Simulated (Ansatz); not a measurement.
Rock-salt NaH, treated with r²SCAN-D4 (plane waves, PAW; Ansatz, a program for electronic structure).

Numerical settings: plane-wave cutoff 560 eV, 12×12×12 k mesh, Fermi–Dirac smearing 0.01 eV, scalar-relativistic PAW data made under PBE.

Results at a series of volumes:

| V (Å³/atom) | E − E_lowest (meV/atom) |
|---|---|
| 12.838 | 4.13 |
| 13.111 | 1.77 |
| 13.385 | 0.42 |
| 13.658 | 0.00 |
| 13.931 | 0.42 |
| 14.204 | 1.60 |
| 14.477 | 3.47 |

Problem. What bulk modulus B0 and pressure derivative B′ does a third-order Birch–Murnaghan fit give?

Solution. V0 = 13.654 Å³/atom, B0 = 24.6 GPa, B′ = 3.8 (fit to the energies at full precision).

Measured, for comparison: bulk modulus 19.4 ± 2 GPa (room temperature, no zero-point or thermal correction; as tabulated in High-pressure studies of NaH to 54 GPa); equilibrium volume per atom 14.46 Å³/atom (room temperature, no zero-point or thermal correction; as tabulated in Thermodynamic Modeling of Hydrogen Storage Capacity in Mg-Na Alloys). Computed (rounded) less measured: bulk modulus +27 % (against room or unstated temperature, where such soft solids are markedly softer), equilibrium volume per atom -5.6 %.

Computed values are for the static lattice.
